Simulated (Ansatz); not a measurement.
**A computed series for SiO2: pressure series**

Consider SiO2 (space group P4_12_12, No. 92; a = 5.0845 Å, c = 7.1003 Å).

Cell and atoms are relaxed at each pressure.

Method: Kohn–Sham DFT with the PBE functional, run in Ansatz (a quantum-chemistry and plane-wave program) with PAW and 420 eV plane waves, no spin-orbit coupling.

```json
[
 {"change": "base", "lattice parameter a": "5.085 Å", "electron mass": "0.54 mₑ (at Γ)", "band gap": "5.51 eV"},
 {"change": "pressure −2 GPa", "lattice parameter a": "5.300 Å", "electron mass": "0.57 mₑ (at Γ)", "band gap": "5.31 eV"},
 {"change": "pressure −1 GPa", "lattice parameter a": "5.186 Å", "electron mass": "0.56 mₑ (at Γ)", "band gap": "5.41 eV"},
 {"change": "pressure 0.3 GPa", "lattice parameter a": "5.057 Å", "electron mass": "0.54 mₑ (at Γ)", "band gap": "5.54 eV"},
 {"change": "pressure 0.7 GPa", "lattice parameter a": "5.022 Å", "electron mass": "0.53 mₑ (at Γ)", "band gap": "5.57 eV"},
 {"change": "pressure 1.5 GPa", "lattice parameter a": "4.961 Å", "electron mass": "0.52 mₑ (at Γ)", "band gap": "5.64 eV"},
 {"change": "pressure 3 GPa", "lattice parameter a": "4.870 Å", "electron mass": "0.50 mₑ (at Γ)", "band gap": "5.72 eV"},
 {"change": "pressure 5 GPa", "lattice parameter a": "4.782 Å", "electron mass": "0.49 mₑ (at Γ)", "band gap": "5.80 eV"},
 {"change": "pressure 7.5 GPa", "lattice parameter a": "4.704 Å", "electron mass": "0.48 mₑ (at Γ)", "band gap": "5.86 eV"},
 {"change": "pressure 10 GPa", "lattice parameter a": "4.646 Å", "electron mass": "0.47 mₑ (at Γ)", "band gap": "5.90 eV"}
]
```

Load acts through the strain it causes; cell and atoms are relaxed under it. Masses are band curvatures over ±0.01 Å⁻¹ around the edge. No phonon test of stability was made. Competing high-pressure phases were not computed.
